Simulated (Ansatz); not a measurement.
The starting structures come from a database of crystals and need not be the phases stable at ambient conditions.

```xyz
12
Lattice="5.5024 0.0000 0.0000 0.0000 8.2795 0.1131 2.7512 1.8362 2.0851" Properties=species:S:1:pos:R:3 pbc="T T T"
Li     2.7581     4.1398     0.0566
Li     5.5093     0.0000     0.0000
B      4.1258     2.1248     0.0907
B      6.8770     7.9909     2.1076
H      6.3400     4.3945     1.1668
H      3.5888     5.7213     1.0314
H      3.5888     1.0691     0.3930
H      6.3400     9.0466     1.8052
H      4.0938     2.9302     1.0052
H      6.8450     7.1855     1.1930
H      8.0700     3.8051     1.9988
H      5.3188     6.3106     0.1994
```

Space group of this cell: Ama2. The cell was relaxed by PBE-D3(BJ); by r2SCAN its mean pressure is 0.7 GPa.

Transport runs along the normal of the first two printed cell vectors.

No gap correction and no spin-orbit coupling; mid-gap values are interpolated between computed energies.

### Question
Predict the band gap and the smallest decay constant κ at mid-gap from r2SCAN (Ansatz, a first-principles code).

### Answer
Gap 5.69 eV on a 14×14×14 mesh; κ = 0.462 1/Å, at the zone centre.
